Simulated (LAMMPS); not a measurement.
Cu (fcc) at 1020 K and zero pressure, started from the crystal, with several potentials, in cells of their own sizes.

Potentials compared:
- EAM-type AlCu.adp: classical MD, pair style adp, file AlCu.adp (LAMMPS); Apostol and Mishin, Phys Rev B 83, 054116 (2011)
- EAM-type AlCu.eam.alloy: classical MD, pair style eam/alloy, file AlCu.eam.alloy (LAMMPS); Cai and Ye, Phys Rev B, 54, 8398-8410 (1996)
- EAM-type CuNi.eam.alloy: classical MD, pair style eam/alloy, file CuNi.eam.alloy (LAMMPS); Onat and Durukanoglu, J Phys Cond Matt, 26, 035404 (2014)
- EAM-type CuZr_mm.eam.fs: classical MD, pair style eam/fs, file CuZr_mm.eam.fs (LAMMPS)
- EAM-type Cu_mishin1.eam.alloy: classical MD, pair style eam/alloy, file Cu_mishin1.eam.alloy (LAMMPS); Mishin, Phys Rev B, 63, 224106 (2001)
- EAM-type Cu_zhou.eam.alloy: classical MD, pair style eam/alloy, file Cu_zhou.eam.alloy (LAMMPS); Zhou et al, Acta Mater, 49, 4005 (2001)
- EAM-type smf7: classical MD, pair style eam, the elements' _smf7.eam files (smf7) (LAMMPS); Foiles, Phys Rev B 32, 7685 (1985)
- EAM-type universal-3 set of Foiles, Baskes and Daw: classical MD, pair style eam, the elements' _u3.eam files (universal-3 set of Foiles, Baskes and Daw) (LAMMPS); Foiles et al, Phys Rev B, 33, 7983 (1986)
- MEAM AlSiMgCuFe.meam: classical MD, pair style meam, file AlSiMgCuFe.meam (LAMMPS); Jelinek, Groh, Horstemeyer, Houze, Kim, Wagner, Moitra and Baskes, Phys Rev B, 85, 245102 (2012)
- MEAM library.meam-Cu: classical MD, pair style meam, file library.meam (library.meam-Cu) (LAMMPS); Baskes, Phys Rev B, 46, 2727-2742 (1992)
- SNAP Cu_Zuo_JPCA2020.quadratic.snap: MD with a machine-learned potential, pair style snap, file Cu_Zuo_JPCA2020.quadratic.snap (LAMMPS); Y. Zuo, C. Chen, X, Li, Z. Deng, Y. Chen, J. Behler, G. Csányi, A. V. Shapeev, A. P. Thompson, M. A. Wood, S. P. Ong, "Performance and Cost Assessment of Machine Learning Interatomic Potentials" J. Phys. Chem. A 124, 4, 731-745 (2020)
- SNAP Cu_Zuo_JPCA2020.snap: MD with a machine-learned potential, pair style snap, file Cu_Zuo_JPCA2020.snap (LAMMPS); Y. Zuo, C. Chen, X, Li, Z. Deng, Y. Chen, J. Behler, G. Csányi, A. V. Shapeev, A. P. Thompson, M. A. Wood, S. P. Ong, "Performance and Cost Assessment of Machine Learning Interatomic Potentials" J. Phys. Chem. A 124, 4, 731-745 (2020)
- bond-order AlCu.bop.table: classical MD, pair style bop, file AlCu.bop.table (LAMMPS); Zhou, Ward, and Foster, Phys. Chem. Chem. Phys., under consideration

```
potential                                                                         state                    volume  first peak of g(r)       coordination number  mean phonon frequency  rough cost (ms per atom and simulated ps)
--------------------------------------------------  -----------------------------------  ------------------------  ------------------  ------------------------  ---------------------  -----------------------------------------
bond-order AlCu.bop.table                           crystal; no diffusion seen in 15 ps    12.013 ± 0.001 Å³/atom  2.54 Å, height 4.1  12.1 (counted to 3.14 Å)                5.2 THz                                   10 to 30
EAM-type AlCu.adp                                   crystal; no diffusion seen in 30 ps  12.4717 ± 0.0008 Å³/atom  2.55 Å, height 4.0  12.1 (counted to 3.18 Å)                4.9 THz                                     1 to 3
EAM-type AlCu.eam.alloy                             crystal; no diffusion seen in 30 ps  12.6196 ± 0.0004 Å³/atom  2.56 Å, height 3.8  12.1 (counted to 3.22 Å)                4.6 THz                                     1 to 3
EAM-type CuNi.eam.alloy                             crystal; no diffusion seen in 30 ps  12.5300 ± 0.0006 Å³/atom  2.55 Å, height 3.9  12.1 (counted to 3.22 Å)                4.7 THz                                     1 to 3
EAM-type CuZr_mm.eam.fs                             crystal; no diffusion seen in 30 ps  12.4921 ± 0.0007 Å³/atom  2.58 Å, height 4.0  12.1 (counted to 3.18 Å)                4.5 THz                                     1 to 3
EAM-type Cu_mishin1.eam.alloy                       crystal; no diffusion seen in 30 ps  12.4705 ± 0.0007 Å³/atom  2.55 Å, height 4.0  12.1 (counted to 3.18 Å)                4.9 THz                                     1 to 3
EAM-type Cu_zhou.eam.alloy                          crystal; no diffusion seen in 30 ps  12.3631 ± 0.0004 Å³/atom  2.54 Å, height 3.7  12.2 (counted to 3.22 Å)                4.4 THz                                    3 to 10
EAM-type smf7                                       crystal; no diffusion seen in 30 ps  12.5395 ± 0.0005 Å³/atom  2.55 Å, height 3.9  12.1 (counted to 3.22 Å)                4.7 THz                                   0.3 to 1
EAM-type universal-3 set of Foiles, Baskes and Daw  crystal; no diffusion seen in 30 ps  12.4895 ± 0.0006 Å³/atom  2.55 Å, height 3.9  12.1 (counted to 3.18 Å)                4.7 THz                                     1 to 3
MEAM AlSiMgCuFe.meam                                crystal; no diffusion seen in 30 ps  12.4953 ± 0.0007 Å³/atom  2.55 Å, height 3.9  12.1 (counted to 3.22 Å)                4.6 THz                                   10 to 30
MEAM library.meam-Cu                                crystal; no diffusion seen in 30 ps  12.0625 ± 0.0001 Å³/atom  2.57 Å, height 5.4  12.0 (counted to 3.10 Å)                6.8 THz                                    3 to 10
SNAP Cu_Zuo_JPCA2020.quadratic.snap                 crystal; no diffusion seen in 15 ps    12.849 ± 0.003 Å³/atom  2.57 Å, height 3.8  12.1 (counted to 3.22 Å)                4.5 THz                                  30 to 100
SNAP Cu_Zuo_JPCA2020.snap                           crystal; no diffusion seen in 15 ps    12.510 ± 0.002 Å³/atom  2.55 Å, height 4.1  12.1 (counted to 3.18 Å)                4.8 THz                                  30 to 100
```

Costs are rough: whole-run CPU time with set-up and analysis, from shared machines, in bands a factor of about three wide.

Caution (rows bond-order AlCu.bop.table; SNAP Cu_Zuo_JPCA2020.quadratic.snap; SNAP Cu_Zuo_JPCA2020.snap): a run this short can hold a crystal over, or a liquid under, the potential's own melting point, which these runs don't give.

Caution: the potential MEAM library.meam-Cu is a first-neighbour MEAM set with a 4 Å cutoff, used here without a parameter file and away from the static properties it was fitted to.

States go by the mean squared displacement: a species diffuses where it passes 1.5 Å², still rises and gives D over 1e-6 cm²/s; a crystal has left its structure where atoms lie 0.35 Å off their sites on average or a cubic box changes its shape by 3 %, or the axial ratios of another lie 8 % off the starting cell's, which the potential's own relaxation can also do.

The ± values are statistical; the model's systematic error is not in them.
